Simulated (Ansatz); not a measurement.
Start from HgS in the zinc blende structure (space group F-43m, No. 216; a = 5.876 Å). Axes: x, y, z lie along the cube axes.

Level of theory: PBEsol/PAW in Ansatz (a program for electronic structure), no spin-orbit coupling, earlier PAW set.

For the base:

Pressure: 0.0 GPa
Volume per atom: 25.36 Å³
Band gap: zero

Modification: tensile biaxial strain of 2.06 % in the plane normal to [110], as in epitaxy on a mismatched substrate; the out-of-plane cell vector and the atoms relax.

Problem. Estimate the effect on the pressure.

Solution. The pressure (mean of the normal stresses, compression positive) goes from zero to -1.2 GPa.

Problem. Estimate the effect on the energy relative to the base.

Solution. The energy grows by 5.7 meV/atom.

Problem. Estimate the effect on the volume per atom.

Solution. The volume per atom rises by 0.49 Å³ to 25.85 Å³.

Problem. How does this affect the band gap?

Solution. The band gap is still zero.

A biaxial case was relaxed in a doubled cell and then solved in the primitive one. Spin-orbit coupling, missing from the scalar runs, can matter with Hg. Whether these cells are dynamically stable was not tested. All final runs are without spin polarisation. The zero or small gap of HgS can change with the level of theory.
